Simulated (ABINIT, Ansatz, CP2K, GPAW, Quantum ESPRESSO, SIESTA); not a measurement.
# Code comparison for Hf3Pt (P6_3/mmc, 8 atoms in the cell)

Self-consistent single point.

```
CELL_PARAMETERS angstrom
      5.98855     0.00000     0.00000
     -2.99428     5.18624     0.00000
      0.00000     0.00000     5.13953
ATOMIC_POSITIONS crystal
  Hf 0.34345 0.17172 0.75000
  Hf 0.65655 0.82827 0.25000
  Hf 0.17172 0.34345 0.25000
  Hf 0.82827 0.65655 0.75000
  Hf 0.82827 0.17172 0.75000
  Hf 0.17172 0.82827 0.25000
  Pt 0.66667 0.33333 0.25000
  Pt 0.33333 0.66667 0.75000
```

All programs got the same cell, k-point mesh and kind of occupations (in Ansatz's words: kpoints.mp_grid.grid = 4 4 4; scf.occupations.method = gaussian; scf.occupations.width = 0.1 eV); potentials, basis and cutoffs are each program's usual ones.

```tsv
code	model	pressure (GPa)	largest force (eV/Å)	k-points	cutoff
Ansatz	PBEsol, PAW files made with PBE	-5.35	0.026	12	default
CP2K	PBEsol, GPW, DZVP-MOLOPT-SR-GTH basis, GTH-PBE potentials (GTH_POTENTIALS)	-5.01	0.154	36	grid 500 Ry
GPAW	PBEsol, GPAW PAW datasets PBEsol (made by gpaw-setup)	-4.90	0.041	12	550 eV
SIESTA	GGA PBEsol, numerical atomic orbitals TZP, PseudoDojo PBEsol standard norm-conserving potentials (rewritten from UPF to PSML)	-8.32	0.014	44	grid 300 Ry
ABINIT	PBEsol, PAW (JTH v2.0 PBE PAW, files made for PBE)	-5.75	0.014	12	21 Ha
Quantum ESPRESSO	PBEsol, GBRV 1.5 ultrasoft (PBESOL) pseudopotentials	-6.11	0.010	12	40 Ry
```

The spread over the programs that give each value: pressure within 3.42 GPa; largest force within 0.144 eV/Å.

The starting cell comes from a database of computed structures (which also holds hypothetical and non-ambient phases and stackings), without a prior relaxation at this level. On Ansatz's run: Spin-orbit coupling is off. Spin polarisation is off. In the base run, with a pressure of about -5 GPa the cell is away from its equilibrium volume at this level.

Why do the programs differ, and what cannot be compared?

Differences of this kind can come from the potentials, where these differ, and from what each basis and cutoff leave unconverged. The valence holds different numbers of electrons (Ansatz (an electronic-structure program) 192, CP2K 108, GPAW 104, SIESTA 108, ABINIT 92, Quantum ESPRESSO 104). The zero of total energies and Fermi levels follows the potentials and each program's conventions, so they are not compared here. CP2K and SIESTA use small atom-centred bases, whose incompleteness enters pressures, forces and empty levels differently from a plane-wave cutoff. Ansatz's pressure is given at a fixed set of plane waves, as the other plane-wave codes print theirs; with its correction for the finite basis it is -5.29 GPa. The programs reduce the same mesh by symmetry to different extents, which changes the work and not the result. In the pressure, SIESTA (by 2.77) lies more than 1 GPa from the median of the plane-wave programs. In the force vectors, CP2K (by 0.173) lies more than 0.08 eV/Å from the median of the plane-wave programs.

Left out of this page: Elk (unsound by tests on forces, stress, charge or solver warnings); FLEUR (not drawn, or without a comparable value).

Keys are those of Ansatz 0.2.
